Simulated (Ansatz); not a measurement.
N on the Sb site in zinc-blende GaSb

All values below come from PBE, PAW (plane waves to 420 eV; Ansatz, a program for electronic structure). Cell and caveats: 64-site cell; 2×2×2 shifted k-points; start: the Sb site; no spin–orbit coupling; the functional closes the host's gap; energies good to tenths of an eV.

Neighbours after relaxation, in Å: of the N atom: Ga 2.13, Ga 2.13, Ga 2.13, Ga 2.13.

Formation energies E_f are those of the neutral cell. Chemical conditions: Ga-rich (Δμ(Sb) = -0.32 eV, Δμ(N) = -0.88 eV, bounded by wurtzite GaN; only phases computed here count, gases as isolated molecules at 0 K); Sb-rich (Δμ(Sb) = 0.00 eV, Δμ(N) = -0.56 eV, bounded by wurtzite GaN; only phases computed here count, gases as isolated molecules at 0 K). Reference phases: N: N2 molecule in a box, Sb: rhombohedral Sb.

| charge | moment (μB) | largest move off a lattice site (Å) | E_f, Ga-rich (eV) | E_f, Sb-rich (eV) |
|---|---|---|---|---|
| 0 | not spin-polarised | 0.56 | 2.49 | 2.49 |
